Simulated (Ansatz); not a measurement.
A self-consistent single point of MgTe (F-43m, 2 atoms in the cell) with Ansatz (a quantum-chemistry and plane-wave program).

Method: LDA (PW92), harder PAW files (source: ansatz) made with PBE (plane waves; Ansatz).

```
MgTe
1.0
    0.00000     3.22605     3.22605
    3.22605     0.00000     3.22605
    3.22605     3.22605     0.00000
Mg Te
1 1
Direct
  0.00000   0.00000   0.00000
  0.25000   0.25000   0.25000
```

Reference input (self-consistent single point, DFT, LDA (PW92), plane waves, default PAW files made with PBE): basis.ecutwfc = 30.9 Ry; kpoints.mp_grid.grid = 7 7 7; hamiltonian.xc = lda; hamiltonian.pseudopotentials = {kind: paw} (the program's default PAW files); scf.occupations.method = fermi_dirac; scf.occupations.width = 0.0037 Ry. This run's input differs from it in these lines:

Ansatz 0.2 input:
```diff
@@ -9,3 +9,3 @@
 basis:
-  ecutwfc: 30.9 Ry
+  ecutwfc: 70.6 Ry
 kpoints:
@@ -14,3 +14,3 @@
   xc: lda
-  pseudopotentials: { kind: paw }
+  pseudopotentials: { kind: paw, source: ansatz }
 scf:
```

Log, with long lists cut:

```
SCF iter   1: F=—  HF=-8732.967743 eV  |F-HF|=—  |Δ(HF+E_count)|=         —  Δρ=2.95e-2  dr2=4.28e-1  ethr=3.10e-3  ⟨swp⟩=7.0  Hψ=2031  notcnv=0
all-band conjugate gradients solve this SCF's bands
preconditioner: auto → none
SCF iter   2: F=—  HF=-8732.816176 eV  |F-HF|=—  |Δ(HF+E_count)|=   1.52e-1  Δρ=1.03e-2  dr2=5.96e-2  ethr=1.64e-3  ⟨swp⟩=3.0  Hψ=894  notcnv=0
SCF iter   3: F=—  HF=-8732.803850 eV  |F-HF|=—  |Δ(HF+E_count)|=   1.23e-2  Δρ=2.56e-3  dr2=3.92e-3  ethr=2.29e-4  ⟨swp⟩=2.1  Hψ=475  notcnv=0
SCF iter   4: F=—  HF=-8732.802962 eV  |F-HF|=—  |Δ(HF+E_count)|=   8.88e-4  Δρ=4.96e-4  dr2=1.67e-4  ethr=1.51e-5  ⟨swp⟩=2.0  Hψ=537  notcnv=0
SCF iter   5: F=—  HF=-8732.802926 eV  |F-HF|=—  |Δ(HF+E_count)|=   3.60e-5  Δρ=9.75e-5  dr2=5.00e-6  ethr=6.44e-7  ⟨swp⟩=2.0  Hψ=527  notcnv=0
SCF iter   6: F=—  HF=-8732.802882 eV  |F-HF|=—  |Δ(HF+E_count)|=   4.44e-5  Δρ=1.22e-5  dr2=6.01e-8  ethr=3.85e-10  ⟨swp⟩=8.2  Hψ=2427  notcnv=0
SCF iter   7: F=-8732.802882 eV  HF=-8732.802882 eV  |F-HF|=1.93e-9  |Δ(HF+E_count)|=   2.12e-9  Δρ=3.76e-6  dr2=3.91e-9  ethr=2.31e-10  ⟨swp⟩=4.0  Hψ=1281  notcnv=0
SCF 1 converged in 7 iterations: F = -8732.802882 eV  dr2 = 3.91e-9
Free energy (F): -8732.802882 eV
Internal energy: -8732.802882 eV  (E = F + TS)
E sigma→0 (E₀):  -8732.802882 eV
Fermi energy:    5.587263 eV
--- Forces (eV/Å), atoms counted from 1 ---
  atom   1  Mg     0.00000000    -0.00000000    -0.00000000
  atom   2  Te    -0.00000000     0.00000000     0.00000000
--- Stress (GPa, compression-positive) ---
       -1.374997      -0.000000      -0.000000
       -0.000000      -1.374997       0.000000
       -0.000000       0.000000      -1.374997
  P = ⅓ Tr σ = -1.3750 GPa (-13.750 kbar)
  The stress holds the Pulay correction. Without it, at fixed plane waves, as pw.x and ABINIT print it: P = -1.3808 GPa
```

The run converged in 7 iterations. Against the reference run the pressure moves little (-1.39 to -1.37 GPa) and the gap on the mesh stays at 2.207 eV.

The starting cell has typed, rounded lattice constants, without a prior relaxation at this level. Its lattice was rescaled by up to half a per cent. Spin-orbit coupling is off. Ansatz's pressure includes its estimate of the finite-basis (Pulay) stress.
